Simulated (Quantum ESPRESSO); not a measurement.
Worked example: self-consistent single point of MoN2 (P1, 6 atoms in the cell) in Quantum ESPRESSO.

Computed with PBEsol, GBRV 1.5 ultrasoft (PBESOL) pseudopotentials (plane waves; Quantum ESPRESSO 7.5).

The change in words: atoms moved at random. Reference geometry:
```xyz
6
Lattice="5.3604 -1.8675 0.0000 5.3604 1.8675 0.0000 -1.5845 0.0000 3.8701" Properties=species:S:1:pos:R:3 pbc="T T T"
Mo     3.0110     0.0000     2.6787
Mo     6.1254     0.0000     1.1914
N      1.0834     0.0000     1.7163
N      8.0529     0.0000     2.1538
N      4.2034     0.0000     0.6002
N      4.9329     0.0000     3.2699
```

Reference input (self-consistent single point, DFT, PBEsol, plane waves, GBRV 1.5 ultrasoft (PBESOL) pseudopotentials): ecutwfc = 40 Ry; ecutrho = 320 Ry; occupations = smearing; smearing = fd; degauss = 0.0073499 Ry; potentials = {Mo: mo_pbesol_v1.uspp.F.UPF, N: n_pbesol_v1.2.uspp.F.UPF}; K_POINTS = automatic 6 6 6 0 0 0; conv_thr = 1e-10 Ry. This run's input differs from it in these lines:

```diff
@@ -25,8 +25,8 @@
 ATOMIC_POSITIONS crystal
-Mo    0.3831500000    0.3831500000    0.6921600000
-Mo    0.6168500000    0.6168500000    0.3078400000
-N     0.1666000000    0.1666000000    0.4434700000
-N     0.8334000000    0.8334000000    0.5565300000
-N     0.4150000000    0.4150000000    0.1550900000
-N     0.5850000000    0.5850000000    0.8449100000
+Mo    0.4074860000    0.3532370000    0.6728880000
+Mo    0.6111170000    0.6277600000    0.3162670000
+N     0.1532290000    0.1738370000    0.4448830000
+N     0.8459570000    0.8356510000    0.5687010000
+N     0.4145870000    0.4149690000    0.1656080000
+N     0.5676240000    0.5945450000    0.8316540000
 K_POINTS automatic
```

Output (repeated stretches shortened):

```
     Self-consistent Calculation

     iteration #  1     ecut=    40.00 Ry     beta= 0.70

     negative rho (up, down):  1.241E-03 0.000E+00

     total energy              =    -357.17327428 Ry
     estimated scf accuracy    <       3.12845926 Ry

     iteration #  2     ecut=    40.00 Ry     beta= 0.70

     total energy              =    -356.04708277 Ry
     estimated scf accuracy    <      24.39278724 Ry

     iteration #  3     ecut=    40.00 Ry     beta= 0.70

     negative rho (up, down):  1.631E-05 0.000E+00

     total energy              =    -359.01009972 Ry
     estimated scf accuracy    <       0.16068281 Ry

   [... 13 blocks of this kind left out ...]

     iteration # 17     ecut=    40.00 Ry     beta= 0.70

     negative rho (up, down):  1.161E-04 0.000E+00

     total energy              =    -359.02717172 Ry
     estimated scf accuracy    <          4.7E-10 Ry

     iteration # 18     ecut=    40.00 Ry     beta= 0.70

     negative rho (up, down):  1.161E-04 0.000E+00
     End of self-consistent calculation

     Number of k-points >= 100: set verbosity='high' to print the bands.

     the Fermi energy is    10.0045 ev

!    total energy              =    -359.02717172 Ry
     estimated scf accuracy    <          3.3E-11 Ry
     smearing contrib. (-TS)   =      -0.00288217 Ry
     internal energy E=F+TS    =    -359.02428955 Ry

     convergence has been achieved in  18 iterations

     negative rho (up, down):  1.161E-04 0.000E+00

     Forces acting on atoms (cartesian axes, Ry/au):

     atom    1 type  1   force =     0.01004644   -0.00286884    0.06490387
     atom    2 type  1   force =    -0.04986572    0.00568944   -0.08128425
     atom    3 type  2   force =     0.03040776   -0.01162584    0.00498676
     atom    4 type  2   force =    -0.02622352    0.01827186   -0.01470149
   [... lines left out ...]
     Total force =     0.156199     Total SCF correction =     0.000014
   [... lines left out ...]

     negative rho (up, down):  1.161E-04 0.000E+00
          total   stress  (Ry/bohr**3)                   (kbar)     P=     -125.60
  -0.00103730   0.00000943   0.00001952         -152.59        1.39        2.87
   0.00000943  -0.00005704  -0.00007126            1.39       -8.39      -10.48
   0.00001952  -0.00007126  -0.00146714            2.87      -10.48     -215.82

   JOB DONE.
```

The run converged in 18 iterations. Against the reference run the free energy rises by 44.3 meV/atom, the pressure goes from -9.30 to -12.56 GPa and the largest force goes from 0.499 to 2.456 eV/Å.

The starting cell comes from a database of computed structures (which also holds hypothetical and non-ambient phases and stackings), without a prior relaxation at this level. Its lattice was rescaled by a random factor within 2.5 % of one. For this run, on top of that: atoms moved at random. Spin polarisation is off. With a pressure of about -13 GPa the cell is away from its equilibrium volume at this level. Forces in this geometry exceed 1 eV/Å.

Cost on one core of a shared machine: roughly 6 min.
